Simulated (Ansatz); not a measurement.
Ansatz (an electronic-structure program), DFT, PBE, plane waves, its default PAW files: cubic perovskite SrTiO3, atoms displaced (Sr8Ti8O24), 40 atoms. Basis and mesh were picked for this test and aren't claimed converged.

```yaml
cell: 7.81, 7.81, 7.81 Å; 90, 90, 90°
distance_to_the_nearest_atom: 1.87 to 2.71 Å
task: single point
k mesh: 2×2×2
hamiltonian.xc: pbe
kind_of_files: paw
scf.occupations.method: fixed
output.forces: true
memory maximum (--max-ram): 200GiB
accuracy: medium (default)
basis.precision: auto (default)
basis.xc_grid: 2 (default)
scf.eigensolver.kind: auto (default)
scf.mixing.algorithm: auto (default)
scf.mixing.preconditioner: auto (default)
scf.convergence.dr2_threshold: 4.7638e-07 (default)
scf.lower_state_search: light (default)
k-points after symmetry: 8
bands_at_the_start: 200
electrons: 320
plane waves at Γ: 9315
cutoff (eV): 420
FFT grid: 54×54×54
symmetry_operations: 1
```

Hardware: Arm Neoverse V2, 96 cores on 1 socket, no SMT, 1 L3 cache group.

Each time is the median wall time of two to five repeats, run one at a time on the otherwise empty machine; start-up is included. Processes are pinned to neighbouring cores unless said otherwise. Build: release build for Arm (Neoverse V2), one process with threads. Other compilers and libraries give other times. Scratch files lie in a memory file system. The time of a restarted run leaves out the earlier run that it starts from.

All on 16 threads. Base settings, kept where nothing else is said: earlier_run = none (default) (scf.initial_density.chi_scale, scf.initial_density.normalization, checkpoint.read, checkpoint.density_extrapolation, kpoints.initial_grid not set). The settings tried:
- checkpoint.read = first.ck, earlier_run = first_atom_moved_ang=0 orbitals_saved=false hamiltonian.xc=lda
- checkpoint.read = first.ck, earlier_run = first_atom_moved_ang=0.1 orbitals_saved=false
- checkpoint.read = first.ck, earlier_run = first_atom_moved_ang=0.1 orbitals_saved=false, checkpoint.density_extrapolation = follow_atoms
- the base settings
- checkpoint.read = first.ck, earlier_run = first_atom_moved_ang=0 orbitals_saved=false kpoints.mp_grid.grid=1×1×1
- checkpoint.read = first.ck, earlier_run = first_atom_moved_ang=0.1 orbitals_saved=false, checkpoint.density_extrapolation = none
- checkpoint.read = first.ck, earlier_run = first_atom_moved_ang=0.3 orbitals_saved=false
- checkpoint.read = first.ck, earlier_run = first_atom_moved_ang=0.03 orbitals_saved=true, checkpoint.density_extrapolation = none
- kpoints.initial_grid = auto
- checkpoint.read = first.ck, earlier_run = first_atom_moved_ang=0 orbitals_saved=false scf.convergence.dr2_threshold=0.001
- checkpoint.read = first.ck, earlier_run = first_atom_moved_ang=0.03 orbitals_saved=false
- scf.initial_density.chi_scale = 0.1
- checkpoint.read = first.ck, earlier_run = first_atom_moved_ang=0 orbitals_saved=true scf.convergence.dr2_threshold=0.001
- scf.initial_density.chi_scale = 0, scf.initial_density.normalization = cell

**Question.** Name the extremes: fewest SCF iterations, shortest time, and any that don't converge.

**Answer.** Fewest SCF iterations: checkpoint.read = first.ck, earlier_run = first_atom_moved_ang=0 orbitals_saved=false scf.convergence.dr2_threshold=0.001 (4); checkpoint.read = first.ck, earlier_run = first_atom_moved_ang=0 orbitals_saved=true scf.convergence.dr2_threshold=0.001 (4). Shortest time: checkpoint.read = first.ck, earlier_run = first_atom_moved_ang=0 orbitals_saved=true scf.convergence.dr2_threshold=0.001, 2.0 s. All converged. In the base run the program took: scf.mixing.algorithm MSR1, scf.mixing.preconditioner Resta, scf.eigensolver.kind band_cg, --slots 7, --kpoint-pools 1.

```
setting                                                                                                                                   SCF iterations  applications of H to a band  wall time
----------------------------------------------------------------------------------------------------------------------------------------  --------------  ---------------------------  ---------
checkpoint.read = first.ck, earlier_run = first_atom_moved_ang=0 orbitals_saved=true scf.convergence.dr2_threshold=0.001                               4                        13430      2.0 s
checkpoint.read = first.ck, earlier_run = first_atom_moved_ang=0 orbitals_saved=false scf.convergence.dr2_threshold=0.001                              4                        19974      2.5 s
the base settings                                                                                                                                      7                        24645      3.0 s
checkpoint.read = first.ck, earlier_run = first_atom_moved_ang=0.03 orbitals_saved=false                                                               8                        28463      3.3 s
checkpoint.read = first.ck, earlier_run = first_atom_moved_ang=0.1 orbitals_saved=false                                                                9                        29594      3.4 s
checkpoint.read = first.ck, earlier_run = first_atom_moved_ang=0.1 orbitals_saved=false, checkpoint.density_extrapolation = follow_atoms               9                        29594      3.4 s
checkpoint.read = first.ck, earlier_run = first_atom_moved_ang=0 orbitals_saved=false kpoints.mp_grid.grid=1×1×1                                      10                        31921      3.6 s
checkpoint.read = first.ck, earlier_run = first_atom_moved_ang=0.03 orbitals_saved=true, checkpoint.density_extrapolation = none                      11                        32888      3.8 s
scf.initial_density.chi_scale = 0.1                                                                                                                   12                        35095      4.0 s
checkpoint.read = first.ck, earlier_run = first_atom_moved_ang=0.3 orbitals_saved=false                                                               11                        36909      4.1 s
checkpoint.read = first.ck, earlier_run = first_atom_moved_ang=0 orbitals_saved=false hamiltonian.xc=lda                                              11                        36286      4.1 s
kpoints.initial_grid = auto                                                                                                                           19                        32979      4.1 s
checkpoint.read = first.ck, earlier_run = first_atom_moved_ang=0.1 orbitals_saved=false, checkpoint.density_extrapolation = none                      12                        37571      4.2 s
scf.initial_density.chi_scale = 0, scf.initial_density.normalization = cell                                                                           13                        37302      4.3 s
```

Keys are those of Ansatz 0.2.
